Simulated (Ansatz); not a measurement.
The reference is CdTe in the rock salt structure (space group Fm-3m, No. 225; a = 6.000 Å; relaxed with 0.1 eV smearing). Axes: x, y, z lie along the cube axes.

Method: PBEsol (Ansatz, an electronic-structure program, PAW, without spin-orbit coupling).

For the base:

The shortest interatomic distance comes out as 3.000 Å.

One thing is altered: the cell is compressed by 3.46 % along z with no lateral relaxation, atoms relaxed at fixed cell.

Task: Predict the new stress, energy relative to the base and shortest interatomic distance.

Result: The stress (xx, yy, zz, yz, xz, xy; compression positive) is (1.2, 1.2, 4.5, 0.0, 0.0, 0.0) GPa; the energy increases by 12 meV/atom; the shortest interatomic distance falls by 0.104 Å, from 3.000 Å to 2.896 Å.

The cells carry an imposed strain or load. Whether these cells are dynamically stable was not tested. All final runs are without spin polarisation. This is not the structure that CdTe has at room temperature and ambient pressure.
